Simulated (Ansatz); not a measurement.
Consider SnSe2 in the CdI2 type structure (space group P-3m1, No. 164; a = 3.8402 Å, c = 6.0066 Å; layered, stacked along the Cartesian z axis). Axes: x lies along a and z along c of the hexagonal cell.

Computed with DFT with PBE-D3(BJ), PAW potentials and a 420 eV plane-wave cutoff in Ansatz (a first-principles code), no spin-orbit coupling.

The change: the cell is scaled by 0.9700 in all directions, atoms relaxed at fixed cell.

Predict the stress tensor and what it implies for the stiffness.

Stress of the strained cell less that of the base (GPa, compression positive):
```
   5.51    0.00    0.00
   0.00    5.51    0.00
   0.00    0.00    3.02
```

Then B = −ΔP/(ΔV/V₀) with ΔV/V₀ = -0.0873 gives secant stiffness values (nonlinear terms included at this strain): B (at held cell shape, above the free-shape value) ≈ 54 GPa.

As a check, the harmonic strain energy −½ V₀ Δσ:ε is 34 meV/atom; the computed energy rise is 30 meV/atom.

Whether these cells are dynamically stable was not tested.
